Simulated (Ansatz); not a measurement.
## Fermi-surface data of Cu (I4/mmm)

```xyz
1
Lattice="0.0000 1.8089 1.7822 1.8089 0.0000 1.7822 1.8089 1.8089 0.0000" Properties=species:S:1:pos:R:3 pbc="T T T"
Cu     0.0000     0.0000     0.0000
```

Calculation: PBEsol, rigid bands (plane waves, PAW, scalar-relativistic; Ansatz, a first-principles code). Condition of this run: biaxial strain xx = yy = +1.5 %, z clamped. How the cell was made: cell and atoms relaxed with PBEsol, then loaded as said.

```json
{
 "density of states at the Fermi level": "0.304 states/(eV·cell), both spins",
 "bare Sommerfeld coefficient": "0.72 mJ/(mol of atoms·K²)",
 "drude_plasma_energy": "9.0 eV",
 "root-mean-square Fermi velocity": "1.1e6 m/s",
 "resistivity times τ": "6.1 ×10⁻²² Ω·m·s",
 "resistivity_times_mean_free_path": "6.6 ×10⁻¹⁶ Ω·m²"
}
```

A metal at this level (no band gap); rigid bands, thermally averaged at 300 K, both spins. Spin-orbit coupling is left out. τ is one relaxation time for all states; the product of resistivity and mean free path takes one path for all states instead.
